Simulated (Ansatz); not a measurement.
System: MgO (P6₃mc, No. 186, 4 atoms in the cell; start mp-549706; a measured phase of this formula has another space group). Method: HSE06 (plane waves, PAW; Ansatz, a program for electronic structure).

Numerical settings: plane-wave cutoff 460 eV, 9×9×6 k mesh (along the axes of the cell as run), Fermi–Dirac smearing 0.01 eV, scalar-relativistic PAW data made under PBE.

The cell is the one relaxed with PBEsol. Conventional cell: a = 3.3028 Å, b = 3.3028 Å, c = 5.0210 Å, α = 90.00°, β = 90.00°, γ = 120.00°.

```xyz
4
Lattice="3.3028 0.0000 0.0000 -1.6514 2.8603 0.0000 0.0000 0.0000 5.0210" Properties=species:S:1:pos:R:3 pbc="T T T"
Mg     0.0000     1.9069     0.0189
Mg     1.6514     0.9534     2.5294
O      0.0000     1.9069     2.0127
O      1.6514     0.9534     4.5232
```

**Question.** List the 10 lowest band energies at Γ above −25 eV (eV, relative to the valence band maximum), grouping those that round alike.

**Answer.** At Γ: -17.71, -16.87, -3.44, -0.79 (×2), -0.43 (×2), 0.00, 5.09, 10.33.

Note: the run warned that its exchange threshold was loose for the stress; cell and atoms aren't relaxed at this level (pressure -0.9 GPa).

A start named mp-… is a Materials Project structure, which need not be a measured phase.
